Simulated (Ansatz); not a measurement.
Worked example: self-consistent single point of the (001) slab of KCaF3 (cut from a parent of space group no. 221; 10 atoms in the cell) in Ansatz (an electronic-structure program).

Method of the run: PBEsol, default PAW files made with PBE (plane waves; Ansatz).

The change in words: vacuum of 3 angstrom (first run: 14 Å). Reference geometry:
```xyz
10
Lattice="4.4683 0.0000 0.0000 0.0000 4.4683 0.0000 0.0000 0.0000 20.7024" Properties=species:S:1:pos:R:3 pbc="T T T"
K      2.2341     2.2341     7.0000
Ca     0.0000     0.0000     9.2341
F      0.0000     2.2341     9.2341
F      2.2341     0.0000     9.2341
F      0.0000     0.0000     7.0000
K      2.2341     2.2341    11.4682
Ca     0.0000     0.0000    13.7024
F      0.0000     2.2341    13.7024
F      2.2341     0.0000    13.7024
F      0.0000     0.0000    11.4682
```

Reference input (self-consistent single point, DFT, PBEsol, plane waves, default PAW files made with PBE): basis.ecutwfc = 420 eV; kpoints.mp_grid.grid = 5 5 1; hamiltonian.xc = pbesol; hamiltonian.pseudopotentials = {kind: paw} (the program's default PAW files); scf.occupations.method = fermi_dirac; scf.occupations.width = 0.05 eV. This run's input differs from it in these lines:

Ansatz 0.2 input:
```diff
@@ -4,14 +4,14 @@
     - [0.00000000, 4.46828500, 0.00000000]
-    - [0.00000000, 0.00000000, 20.70240600]
+    - [0.00000000, 0.00000000, 9.70240400]
   atoms:
-    - { symbol: K, position: [0.50000000, 0.50000000, 0.33812500] }
-    - { symbol: Ca, position: [0.00000000, 0.00000000, 0.44604000] }
-    - { symbol: F, position: [0.00000000, 0.50000000, 0.44604000] }
-    - { symbol: F, position: [0.50000000, 0.00000000, 0.44604000] }
-    - { symbol: F, position: [0.00000000, 0.00000000, 0.33812500] }
-    - { symbol: K, position: [0.50000000, 0.50000000, 0.55395500] }
-    - { symbol: Ca, position: [0.00000000, 0.00000000, 0.66187500] }
-    - { symbol: F, position: [0.00000000, 0.50000000, 0.66187500] }
-    - { symbol: F, position: [0.50000000, 0.00000000, 0.66187500] }
-    - { symbol: F, position: [0.00000000, 0.00000000, 0.55395500] }
+    - { symbol: K, position: [0.50000000, 0.50000000, 0.15460100] }
+    - { symbol: Ca, position: [0.00000000, 0.00000000, 0.38486300] }
+    - { symbol: F, position: [0.00000000, 0.50000000, 0.38486300] }
+    - { symbol: F, position: [0.50000000, 0.00000000, 0.38486300] }
+    - { symbol: F, position: [0.00000000, 0.00000000, 0.15460100] }
+    - { symbol: K, position: [0.50000000, 0.50000000, 0.61512600] }
+    - { symbol: Ca, position: [0.00000000, 0.00000000, 0.84539900] }
+    - { symbol: F, position: [0.00000000, 0.50000000, 0.84539900] }
+    - { symbol: F, position: [0.50000000, 0.00000000, 0.84539900] }
+    - { symbol: F, position: [0.00000000, 0.00000000, 0.61512600] }
 basis:
```

The program printed (abridged):

```
SCF iter   1: F=—  HF=-11439.128027 eV  |F-HF|=—  |Δ(HF+E_count)|=         —  Δρ=1.01e-2  dr2=1.23e-1  ethr=1.77e-3  ⟨swp⟩=9.5  Hψ=1471  notcnv=0  defer=3
all-band conjugate gradients solve this SCF's bands
preconditioner: auto → Resta (q_TF=auto, 2.354 Å⁻¹)
SCF iter   2: F=—  HF=-11439.096767 eV  |F-HF|=—  |Δ(HF+E_count)|=   3.13e-2  Δρ=2.67e-3  dr2=7.02e-3  ethr=1.53e-4  ⟨swp⟩=2.0  Hψ=592  notcnv=0  defer=28
   [... lines left out ...]
SCF iter   4: F=—  HF=-11439.095023 eV  |F-HF|=—  |Δ(HF+E_count)|=   3.74e-5  Δρ=1.61e-4  dr2=6.32e-5  ethr=1.06e-6  ⟨swp⟩=2.2  Hψ=445  notcnv=0  defer=28
SCF iter   5: F=—  HF=-11439.096574 eV  |F-HF|=—  |Δ(HF+E_count)|=   1.55e-3  Δρ=1.69e-4  dr2=3.67e-5  ethr=7.90e-8  ⟨swp⟩=2.0  Hψ=512  notcnv=0  defer=28
SCF iter   6: F=—  HF=-11439.096565 eV  |F-HF|=—  |Δ(HF+E_count)|=   8.64e-6  Δρ=2.86e-5  dr2=1.36e-6  ethr=4.58e-8  ⟨swp⟩=2.0  Hψ=468  notcnv=0  defer=28
SCF iter   7: F=-11439.096566 eV  HF=-11439.096566 eV  |F-HF|=3.42e-9  |Δ(HF+E_count)|=   5.16e-7  Δρ=6.91e-6  dr2=7.31e-8  ethr=1.25e-10  ⟨swp⟩=8.7  Hψ=1425  notcnv=0
SCF 1 converged in 7 iterations: F = -11439.096566 eV  dr2 = 7.31e-8
Free energy (F): -11439.096566 eV
Internal energy: -11439.096566 eV  (E = F + TS)
E sigma→0 (E₀):  -11439.096566 eV
Fermi energy:    3.553519 eV
--- Forces (eV/Å), atoms counted from 1 ---
  atom   1  K     -0.00000000     0.00000000     0.18713271
  atom   2  Ca     0.00000000     0.00000000    -0.25240643
  atom   3  F      0.00000000     0.00000000     0.03124599
  atom   4  F      0.00000000     0.00000000     0.03124599
  atom   5  F      0.00000000     0.00000000    -0.47762135
  atom   6  K     -0.00000000     0.00000000     0.02369131
  atom   7  Ca     0.00000000     0.00000000     0.12844909
  atom   8  F     -0.00000000     0.00000000     0.01569352
  atom   9  F     -0.00000000     0.00000000     0.01569352
  atom  10  F     -0.00000000     0.00000000     0.29696541
--- Stress (GPa, compression-positive) ---
       -2.716445       0.000000       0.000000
        0.000000      -2.716445       0.000000
        0.000000       0.000000      -3.568756
  P = ⅓ Tr σ = -3.0005 GPa (-30.005 kbar)
  The stress holds the Pulay correction. Without it, at fixed plane waves, as pw.x and ABINIT print it: P = -3.3913 GPa
```

The run converged in 7 iterations. Against the reference run the free energy goes down by 51.3 meV/atom, the largest force goes from 0.541 to 0.478 eV/Å and the gap on the mesh goes from 5.176 to 5.591 eV.

The starting cell comes from a database of computed structures (which also holds hypothetical and non-ambient phases and stackings), without a prior relaxation at this level. The slab is cut from that crystal, and its faces are unrelaxed. Its lattice was rescaled by up to half a per cent. Spin polarisation is off, though cut faces can carry moments; a gap of a slab can lie between surface states. The two faces of this cut differ, and no dipole correction was used.
